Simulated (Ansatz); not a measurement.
ZnS: response to strain

Take ZnS in the wurtzite structure (space group P6_3mc, No. 186) as the base.

```
ZnS
1.0
    3.84528     0.00000     0.00000
   -1.92264     3.33011     0.00000
    0.00000     0.00000     6.30521
Zn S
2 2
Direct
  0.33333   0.66667   0.00023
  0.66667   0.33333   0.50023
  0.33333   0.66667   0.37477
  0.66667   0.33333   0.87477
```

Cartesian axes are those of the cell as printed.

Strains are applied to the cell and any free atomic positions relax.

Computed with Ansatz (a first-principles code) PBE, no SOC.

```tsv
uniaxial strain ε_zz (%)	band gap (eV)
-3	2.23
-2.4	2.21
-1.8	?
-1.2	2.16
-0.6	2.12
0	2.08
```

Problem. Fit E_g = E₀ + Dε (ε in %) to the rows shown and predict the withheld row.

Solution. Least squares on the printed values gives E₀ = 2.09 eV, D = -49.4 meV per % of strain (largest residual 0.01 eV); this predicts 2.18 eV, and the run gives 2.20 eV, 0.02 higher.

Whether these cells are dynamically stable was not tested.
